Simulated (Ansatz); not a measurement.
A self-consistent single point of Pd (Fm-3m, 1 atom in the cell) with Ansatz (a program for electronic structure).

Computed with PBE (plane waves, PAW; Ansatz).

```
CELL_PARAMETERS angstrom
      0.00000     1.95084     1.95084
      1.95084     0.00000     1.95084
      1.95084     1.95084     0.00000
ATOMIC_POSITIONS crystal
  Pd 0.00000 0.00000 0.00000
```

Reference input (self-consistent single point, DFT, PBE, plane waves, default PAW files): basis.ecutwfc = 30.9 Ry; kpoints.mp_grid.grid = 14 14 14; hamiltonian.xc = pbe; hamiltonian.pseudopotentials = {kind: paw} (the program's default PAW files); scf.occupations.method = fermi_dirac; scf.occupations.width = 0.0073 Ry. This run's input differs from it in these lines:

Ansatz 0.2 input:
```diff
@@ -8,3 +8,3 @@
 basis:
-  ecutwfc: 30.9 Ry
+  ecutwfc: 37.1 Ry
 kpoints:
```

Output, abridged:

```
SCF iter   1: F=—  HF=-6972.873310 eV  |F-HF|=—  |Δ(HF+E_count)|=         —  Δρ=3.51e-3  dr2=1.30e-3  ethr=1.77e-3  ⟨swp⟩=5.0  Hψ=7866  notcnv=0
all-band conjugate gradients solve this SCF's bands
preconditioner: auto → none
SCF iter   2: F=—  HF=-6972.873092 eV  |F-HF|=—  |Δ(HF+E_count)|=   2.18e-4  Δρ=1.55e-3  dr2=1.68e-4  ethr=7.24e-6  ⟨swp⟩=1.1  Hψ=2210  notcnv=0
SCF iter   3: F=—  HF=-6972.873152 eV  |F-HF|=—  |Δ(HF+E_count)|=   5.98e-5  Δρ=3.95e-4  dr2=1.54e-5  ethr=9.33e-7  ⟨swp⟩=1.0  Hψ=1360  notcnv=0
SCF iter   4: F=—  HF=-6972.873152 eV  |F-HF|=—  |Δ(HF+E_count)|=   8.09e-7  Δρ=6.16e-5  dr2=3.09e-7  ethr=8.56e-8  ⟨swp⟩=2.2  Hψ=1803  notcnv=0
iter 5 did not close the SCF: its close was put off for the readings that it lacked (scf_convergence_deferred on its scf_iter line)
SCF iter   5: F=-6972.873153 eV  HF=-6972.873153 eV  |F-HF|=1.60e-9  |Δ(HF+E_count)|=   9.45e-8  Δρ=8.41e-6  dr2=2.99e-9  ethr=1.72e-9  ⟨swp⟩=2.7  Hψ=2312  notcnv=0
SCF iter   6: F=-6972.873153 eV  HF=-6972.873153 eV  |F-HF|=7.46e-11  |Δ(HF+E_count)|=   1.05e-9  Δρ=1.99e-6  dr2=1.70e-10  ethr=1.66e-11  ⟨swp⟩=1.1  Hψ=4074  notcnv=0
SCF 1 converged in 6 iterations: F = -6972.873153 eV  dr2 = 1.70e-10
Free energy (F): -6972.873153 eV
Internal energy: -6972.804070 eV  (E = F + TS)
E sigma→0 (E₀):  -6972.838611 eV
Entropy (-TS):   -0.069082 eV (-69.082 meV/atom)
Fermi energy:    19.661756 eV
--- Forces (eV/Å), atoms counted from 1 ---
  atom   1  Pd    -0.00000000     0.00000000     0.00000000
--- Stress (GPa, compression-positive) ---
        6.252143      -0.000000      -0.000000
        0.000000       6.252143      -0.000000
        0.000000       0.000000       6.252143
  P = ⅓ Tr σ = 6.2521 GPa (62.521 kbar)
  The stress holds the Pulay correction. Without it, at fixed plane waves, as pw.x and ABINIT print it: P = 6.2053 GPa
```

The run converged in 6 iterations. Against the reference run the free energy drops by 2.3 meV/atom and the pressure hardly changes (6.28 to 6.25 GPa).

The starting cell has typed, rounded lattice constants, without a prior relaxation at this level. Its lattice was rescaled by up to half a per cent. Spin polarisation is off. Ansatz's pressure includes its estimate of the finite-basis (Pulay) stress.
